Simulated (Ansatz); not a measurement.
Base system: Sr in the fcc (Cu type) structure (space group Fm-3m, No. 225; a = 5.923 Å). Axes: x, y, z lie along the cube axes.

All numbers come from PBEsol (Ansatz, a first-principles code), spin-orbit coupling left out.

Base values:

The shortest interatomic distance is 4.188 Å and the pressure is 0.0 GPa. The band gap is zero.

Perturbation: a pure shear with ε_xy = ε_yx = 0.0171, atoms relaxed at fixed cell.

### Question
What does the calculation give for the energy relative to the base after the change?

### Answer
The energy increases by 2.4 meV/atom.

### Question
Estimate the effect on the shortest interatomic distance.

### Answer
The shortest interatomic distance falls by 0.072 Å (4.188 Å → 4.116 Å).

### Question
Estimate the effect on the pressure.

### Answer
The pressure (mean of the normal stresses, compression positive) is still 0.0 GPa.

### Question
Estimate the effect on the band gap.

### Answer
The band gap is still zero.

The cells carry an imposed strain or load. Whether these cells are dynamically stable was not tested.
